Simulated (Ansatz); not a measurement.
CaSnS3: pressure series

Base system: CaSnS3 (space group R-3, No. 148; a cell from a computed database, its experimental status unchecked).

```
CELL_PARAMETERS angstrom
      3.32777     1.92129     6.13634
     -3.32777     1.92129     6.13634
      0.00000    -3.84258     6.13634
ATOMIC_POSITIONS crystal
  Ca 0.35819 0.35819 0.35819
  Ca 0.64181 0.64181 0.64181
  Sn 0.15708 0.15708 0.15708
  Sn 0.84292 0.84292 0.84292
  S  0.21471 0.56088 0.96349
  S  0.78529 0.43912 0.03651
  S  0.96349 0.21471 0.56088
  S  0.03651 0.78529 0.43912
  S  0.56088 0.96349 0.21471
  S  0.43912 0.03651 0.78529
```

Cell and atoms are relaxed at each pressure.

Computed with PBEsol in Ansatz (plane waves to 420 eV, PAW, no spin-orbit coupling).

Two rows of this table had their results exchanged by mistake.

```
pressure          volume per atom (Å³)  shortest distance (Å)  band gap
----------------  --------------------  ---------------------  --------
pressure −2 GPa                  22.99                  2.531   1.76 eV
pressure −1 GPa                  23.95                  2.558   1.67 eV
pressure 0.3 GPa                 23.43                  2.544   1.75 eV
pressure 0.7 GPa                 23.28                  2.539   1.75 eV
pressure 1.5 GPa                 24.40                  2.571   1.58 eV
pressure 3 GPa                   22.49                  2.517   1.78 eV
pressure 5 GPa                   21.89                  2.501   1.78 eV
pressure 7.5 GPa                 21.22                  2.485   1.74 eV
pressure 10 GPa                  20.59                  2.471   1.66 eV
```

**Question.** Which two?

**Answer.** The rows for pressure −2 GPa and pressure 1.5 GPa: the volume has to fall steadily with pressure, so 24.40 Å³ belongs to pressure −2 GPa and 22.99 Å³ to pressure 1.5 GPa.

Load acts through the strain it causes; cell and atoms are relaxed under it. No phonon test of stability was made. Competing high-pressure phases were not computed.

Ansatz is a quantum-chemistry and plane-wave program.
